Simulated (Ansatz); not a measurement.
## TiO2: isotropic strain −3.00 %

The parent structure is TiO₂ in the rutile structure (space group P4_2/mnm, No. 136; a = 4.5481 Å, c = 2.9171 Å).

It is then changed as follows: every lattice vector is shortened by 3.00 %, atoms relaxed at fixed cell.

Level of theory: LDA, PAW, 420 eV (Ansatz, a quantum-chemistry and plane-wave program; no spin-orbit coupling). k-mesh 7×7×11 (Γ-centred); smearing 0.05 eV (Fermi–Dirac).

```csv
quantity,base,changed,shift
volume per atom,10.06 Å³,9.18 Å³,-0.88 Å³
space group,P4_2/mnm (No. 136),P4_2/mnm (No. 136),–
energy relative to the base (free energy F),0 meV/atom,+71 meV/atom,+71 meV/atom
"pressure (mean of the normal stresses, compression positive)",0.00 GPa,28.14 GPa,+28.14 GPa
band gap,1.86 eV,1.96 eV,+0.10 eV
gap character,direct at Γ,direct at Γ,–
mean gap deformation potential ΔEg/Δln V,–,-1.1 eV,–
electron mass,"0.52 mₑ along c, 1.1 mₑ across (at Γ)","0.46 mₑ along c, 0.96 mₑ across (at Γ)",–
"valence-band top at Γ (three highest levels, from the VBM)","0.00, -0.47, -0.47 eV","0.00, -0.52, -0.52 eV",–
largest internal atomic displacement,–,0.017 Å,–
```

Effective masses come from finite differences of ±0.01 Å⁻¹. No phonon test of stability was made. The final runs are not spin-polarised.
